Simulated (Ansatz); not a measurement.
LiF (model structure, started from the NiAs type, P6₃/mmc, No. 194, 4 atoms in the cell), treated with PBEsol (plane waves, PAW; Ansatz, a program for electronic structure).

Numerical settings: plane-wave cutoff 520 eV, 18×18×8 k mesh (along the axes of the cell as run), Fermi–Dirac smearing 0.01 eV, scalar-relativistic PAW data made under PBE.

The cell is the one relaxed with PBEsol. Conventional cell: a = 2.7865 Å, b = 2.7865 Å, c = 4.8101 Å, α = 90.00°, β = 90.00°, γ = 120.00°.

```
CELL_PARAMETERS angstrom
      2.78650     0.00000     0.00000
     -1.39325     2.41318     0.00000
      0.00000     0.00000     4.81014
ATOMIC_POSITIONS crystal
  Li 0.00000 0.00000 0.00000
  Li 0.00000 0.00000 0.50000
  F  0.33333 0.66667 0.25000
  F  0.66667 0.33333 0.75000
```

Q: List the 10 lowest band energies at Γ above −25 eV (eV, relative to the valence band maximum), grouping those that round alike.

A: At Γ: -19.99, -19.64, -2.72, -0.31, -0.17 (×2), 0.00 (×2), 8.91, 10.59.

Note: the relaxation could raise the start's symmetry but not lower it, so the cell can be a saddle point.

A model structure was made by putting elements into a prototype or built by hand; it is no filed structure, need not be a known phase, and can be a saddle point held by its symmetry.
